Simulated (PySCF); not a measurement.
PySCF 2.14.0, WB97X/def2-tzvp, df: W(O)(Cl)(OH)3 ([O]=[W]([OH])([OH])([OH])[Cl]), 9 atoms. The geometry is a generated start, not checked to be a minimum at this level.

```json
{
 "task": "energy and gradient",
 "method": "wb97x",
 "basis": "def2-tzvp",
 "two_electron_scheme": "density fitting",
 "mol.max_memory": "7000 MB",
 "mf.init_guess": "minao (default)",
 "mf.DIIS": "CDIIS (default)",
 "mf.diis_space": "8 (default)",
 "mf.conv_tol": "1e-09 (default)",
 "effective_core_potentials": "those of the basis set, past Kr",
 "basis functions (reference run)": "219",
 "grid points (reference run)": "792096"
}
```

```xyz
9

W      0.2079    -0.0934     0.1029
O      1.5339    -0.9581    -0.4723
Cl     0.7598     0.1674     2.3388
O     -0.9442     0.1629    -1.3697
H     -1.0666     0.0394    -2.3155
O     -0.9683    -1.3717     0.7330
H     -1.4007    -2.1526     1.1021
O      0.7052     1.6825    -0.0400
H      1.1729     2.5237    -0.0793
```
Charge 0, spin multiplicity 1.

The reference run has mf.grids.level = 8, mf.grids.prune = nwchem_prune (default); it is not itself proven converged. Single runs; times are not shown.

Settings tried, all else as in the reference:
- mf.grids.level = 2
- mf.grids.level = 5
- mf.grids.level = 3 (default), no pruning
- mf.grids.level = 3 (default), mf.grids.atom_grid = 50×194
- mf.grids.level = 0
- mf.grids.level = 6
- mf.grids.level = 3 (default)
- mf.grids.level = 3 (default), mf.grids.prune = treutler_prune
- mf.grids.level = 3 (default), mf.grids.atom_grid = 99×590
- mf.grids.level = 3 (default), mf.grids.atom_grid = 35×110
- mf.grids.level = 1
- mf.grids.level = 3 (default), mf.grids.atom_grid = 75×302
- mf.grids.level = 4

**Question.** Which settings reproduce the reference to 10 meV/atom in energy, 100 meV/Å in forces (largest component)?

**Answer.** Within it: mf.grids.level = 6; mf.grids.level = 5. At the edge (between 0.75 and 1.33 times the tolerance): mf.grids.level = 4; mf.grids.level = 3 (default), mf.grids.atom_grid = 99×590. Outside: mf.grids.level = 2; mf.grids.level = 3 (default); mf.grids.level = 3 (default), no pruning; mf.grids.level = 3 (default), mf.grids.prune = treutler_prune; mf.grids.level = 0; mf.grids.level = 3 (default), mf.grids.atom_grid = 50×194; mf.grids.level = 3 (default), mf.grids.atom_grid = 75×302; mf.grids.level = 3 (default), mf.grids.atom_grid = 35×110; mf.grids.level = 1.

```csv
setting,grid points,energy against the reference,difference in forces (largest component)
the reference,792096,—,—
mf.grids.level = 6,488416,+0.075 meV/atom,17 meV/Å
mf.grids.level = 5,336936,−0.28 meV/atom,21 meV/Å
mf.grids.level = 4,223888,−0.50 meV/atom,83 meV/Å
"mf.grids.level = 3 (default), mf.grids.atom_grid = 99×590",284136,−2.0 meV/atom,96 meV/Å
mf.grids.level = 2,88288,+1.3 meV/atom,190 meV/Å
mf.grids.level = 3 (default),128944,+2.7 meV/atom,190 meV/Å
"mf.grids.level = 3 (default), no pruning",214024,+2.7 meV/atom,190 meV/Å
"mf.grids.level = 3 (default), mf.grids.prune = treutler_prune",115816,+2.7 meV/atom,190 meV/Å
mf.grids.level = 0,11088,−8.8 meV/atom,230 meV/Å
"mf.grids.level = 3 (default), mf.grids.atom_grid = 50×194",58456,+16 meV/atom,260 meV/Å
"mf.grids.level = 3 (default), mf.grids.atom_grid = 75×302",128360,−9.8 meV/atom,440 meV/Å
"mf.grids.level = 3 (default), mf.grids.atom_grid = 35×110",25776,−38 meV/atom,560 meV/Å
mf.grids.level = 1,43392,−15 meV/atom,610 meV/Å
```

Total energies are compared; such shifts often cancel in part in energy differences. The gradients leave out the derivatives of the grid weights. No test of the SCF solution's stability was run. The tolerance is a choice made for this comparison.
